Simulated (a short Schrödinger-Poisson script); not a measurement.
System: symmetric double-gate stack, SiO2 on p-type Si(110), at 300 K.

```tsv
layer	material	thickness (nm)	Na (cm⁻³)
1	SiO2	2.6	-
2	Si	20	8e17
3	SiO2	2.6	-
```

The device is made up for the run: typed textbook-type constants, with dimensions and the other settings drawn at random. SiO2: permittivity 3.9, conduction-band edge (eV) 3.15, gap (eV) 9, electron mass (mₑ) 0.5. Si: permittivity 11.7, conduction-band edge (eV) 0, gap (eV) 1.124, Nv at 300 K (cm⁻³) 3.1e19.

Channel valleys (confinement mass, in-plane density-of-states mass, number): Δ4 0.315, 0.324, 4; Δ2 0.19, 0.417, 2. At the gates, both at one voltage, the conduction-band edge of layer 1 lies 3.39 eV − eVg above the Fermi level of the channel. Gaps are held at their typed values at every temperature. Mesh 0.03 nm at interfaces.

From a short Schrödinger-Poisson script (our own, NumPy): 1D Poisson equation in equilibrium, electrons quantum, Hartree (BenDaniel-Duke, 12 states a valley, the channel's in-plane mass for all, wave functions free to enter the dielectric), parabolic valleys, classical holes, full ionisation, no traps, pinning or gate leakage.

The same stack at other levels of the model or other numerical settings:

| run | sheet density of all electrons at Vg = 1.7 V (cm⁻²) | sheet density of all electrons at Vg = 0.5 V (cm⁻²) | capacitance of both gates at Vg = 1.7 V (μF/cm²) | gate voltage at 1e11 electrons/cm² (V) | rough cost against the base |
|---|---|---|---|---|---|
| base | 1.86e13 | 2.44e12 | 2.30 | 0.24 | about 1 |
| electrons treated as classical, Boltzmann | … | 3.02e12 | 2.55 | 0.22 | 0.02 |
| electrons treated as classical, Fermi-Dirac | … | 3.00e12 | … | 0.22 | 0.07 |
| mesh six times as coarse | 1.86e13 | 2.43e12 | 2.29 | 0.24 | 0.2 |

**Question.** Complete the blanks.

**Answer.** 
- electrons treated as classical, Boltzmann, sheet density of all electrons at Vg = 1.7 V (cm⁻²): 2.14e13
- electrons treated as classical, Fermi-Dirac, capacitance of both gates at Vg = 1.7 V (μF/cm²): 2.46
- electrons treated as classical, Fermi-Dirac, sheet density of all electrons at Vg = 1.7 V (cm⁻²): 2.08e13

The classical rows ignore confinement, and Boltzmann statistics overrate the density once the band edge passes the Fermi level.
